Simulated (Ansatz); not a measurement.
Effect of pressure 1.5 GPa on Ti2O3

Consider Ti$_{2}$O$_{3}$ in the corundum structure (space group R-3c, No. 167; a = 5.039 Å, c = 13.881 Å (hexagonal axes)).

Perturbation: a hydrostatic pressure of 1.5 GPa.

Computed with DFT with PBEsol, PAW potentials and a 420 eV plane-wave cutoff in Ansatz (a program for electronic structure), without spin-orbit coupling. Settings: 11×11×11 k-points, 0.05 eV Fermi–Dirac smearing.

```json
[
 {"quantity": "volume per atom", "base": "10.17 Å³", "changed": "10.11 Å³", "shift": "-0.06 Å³"},
 {"quantity": "density", "base": "4.69 g/cm³", "changed": "4.72 g/cm³", "shift": "+0.03 g/cm³"},
 {"quantity": "c/a ratio", "base": "2.755", "changed": "2.754", "shift": "-0.001"},
 {"quantity": "shortest interatomic distance", "base": "1.998 Å", "changed": "1.993 Å", "shift": "-0.005 Å"},
 {"quantity": "enthalpy H = E + PV relative to the base's energy", "base": "–", "changed": "+0.09 eV/atom", "shift": "–"},
 {"quantity": "band gap", "base": "zero", "changed": "zero", "shift": "–"}
]
```

Final structure:

```
Ti2O3
1.0
    2.51432     1.45164     4.61631
   -2.51432     1.45164     4.61631
    0.00000    -2.90328     4.61631
Ti O
4 6
Direct
  0.84547   0.84547   0.84547
  0.15453   0.15453   0.15453
  0.65453   0.65453   0.65453
  0.34547   0.34547   0.34547
  0.06205   0.43795   0.75000
  0.93795   0.56205   0.25000
  0.75000   0.06205   0.43795
  0.25000   0.93795   0.56205
  0.43795   0.75000   0.06205
  0.56205   0.25000   0.93795
```

Cost of the whole job for the changed cell (relaxation, final SCF and bands): roughly 4 core-minutes.

Load acts through the strain it causes; cell and atoms are relaxed under it. No phonon test of stability was made. No Hubbard U is applied, and correlation can decide whether such a compound is a metal. The final runs are not spin-polarised.
